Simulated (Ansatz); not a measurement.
The parent structure is SrO in the rock salt structure (space group Fm-3m, No. 225; a = 5.1224 Å). Axes: x, y, z lie along the cube axes.

All numbers come from PBEsol in Ansatz (plane waves to 420 eV, PAW, without spin-orbit coupling).

It is then changed as follows: a pure shear with ε_xy = ε_yx = 0.0171, atoms relaxed at fixed cell.

Predict the stress tensor and what it implies for the stiffness.

Stress of the strained cell less that of the base (GPa, compression positive):
```
   0.01   -1.88    0.00
  -1.88    0.01    0.00
   0.00    0.00   -0.06
```

Then −Δσ/γ with γ = 2ε = 0.0342 gives secant stiffness values (nonlinear terms included at this strain): C66 ≈ 55 GPa.

Whether these cells are dynamically stable was not tested.

Ansatz is a program for electronic structure.
